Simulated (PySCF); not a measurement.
PySCF 2.14.0, PBE0/def2-svp, df: Al(Me)(OSiH3)2 ([CH3][Al]([O][SiH3])[O][SiH3]), 15 atoms. The geometry is a generated start, not checked to be a minimum at this level.

| Quantity | Value |
|---|---|
| task | energy |
| method | pbe0 |
| basis | def2-svp |
| two-electron scheme | density fitting |
| mol.max_memory | 3000 MB |
| mf.max_cycle | 100 |
| mf.init_guess | minao (default) |
| mf.conv_tol | 1e-09 (default) |
| mf.grids.level | 3 (default) |
| basis functions | 141 |
| grid points | 188096 |

```xyz
15

Al     0.2391     0.3508     0.3197
C      1.1221     1.7054     1.4694
H      1.7711     1.2419     2.2124
H      0.3825     2.3138     1.9914
H      1.7275     2.3903     0.8747
O     -0.9049     0.8229    -0.8176
Si    -2.0041     1.2219    -1.9463
H     -3.3219     0.9063    -1.3905
H     -1.7316     0.4504    -3.1593
H     -1.8412     2.6597    -2.1795
O      0.6039    -1.2853     0.4457
Si     0.9223    -2.8785     0.5254
H     -0.3304    -3.5573     0.8663
H      1.9326    -3.0535     1.5740
H      1.4331    -3.2889    -0.7857
```

With the defaults (mf.DIIS = CDIIS, mf.diis = true, mf.level_shift = 0, mf.damp = 0, mf.diis_start_cycle = 1, newton = off, mf.diis_space = 8) it converges in 12 Fock builds. One run each on 2 threads, 1 BLAS thread, with these changes:
- newton = Hessian by the SCF's own integrals
- mf.DIIS = EDIIS
- mf.diis = false, mf.damp = 0.7, mf.diis_start_cycle = 999
- mf.diis_space = 20
- mf.DIIS = ADIIS
- mf.level_shift = 0.3 Hartree
- mf.level_shift = 1 Hartree
- mf.diis_space = 5
- mf.diis = false

### Question
Which of these changes keep the SCF from converging, or lead it to another solution?

### Answer
No convergence: mf.DIIS = EDIIS; mf.diis = false (the run ends without SCF convergence in 100 cycles). The rest reach the solution of the defaults.

```tsv
setting	Fock builds	end
the defaults	12	same solution
mf.diis_space = 5	12	same solution
mf.diis_space = 20	12	same solution
mf.level_shift = 0.3 Hartree	16	same solution
mf.DIIS = ADIIS	16	same solution
mf.diis = false, mf.damp = 0.7, mf.diis_start_cycle = 999	28	same solution
newton = Hessian by the SCF's own integrals	32	same solution
mf.level_shift = 1 Hartree	34	same solution
mf.DIIS = EDIIS	101	no convergence
mf.diis = false	101	no convergence
```

Under newton the count holds the products with the orbital Hessian.
